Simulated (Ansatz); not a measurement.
## A computed series for IrO2: pressure series

Take IrO2 in the rutile structure (space group P4_2/mnm, No. 136; a = 4.4718 Å, c = 3.1536 Å) as the base.

Cell and atoms are relaxed at each pressure.

Computed with PBEsol (Ansatz, a quantum-chemistry and plane-wave program), without spin-orbit coupling.

Notes on the quantities. enthalpy: H = E + PV relative to the base's energy.

```
change                 enthalpy  shortest interatomic distance
----------------  -------------  -----------------------------
base                          –                     3.690 bohr
pressure −2 GPa   -0.13 eV/atom                     3.700 bohr
pressure −1 GPa   -0.07 eV/atom                     3.695 bohr
pressure 0.3 GPa  +0.02 eV/atom                     3.689 bohr
pressure 0.7 GPa  +0.05 eV/atom                     3.687 bohr
pressure 1.5 GPa  +0.10 eV/atom                     3.683 bohr
pressure 3 GPa    +0.20 eV/atom                     3.676 bohr
pressure 5 GPa    +0.33 eV/atom                     3.667 bohr
pressure 7.5 GPa  +0.49 eV/atom                     3.657 bohr
pressure 10 GPa   +0.65 eV/atom                     3.647 bohr
```

Load acts through the strain it causes; cell and atoms are relaxed under it. Stability against distortions was not tested. No other phases were tried under pressure. No Hubbard U is applied, and correlation can decide whether such a compound is a metal. All final runs are without spin polarisation.
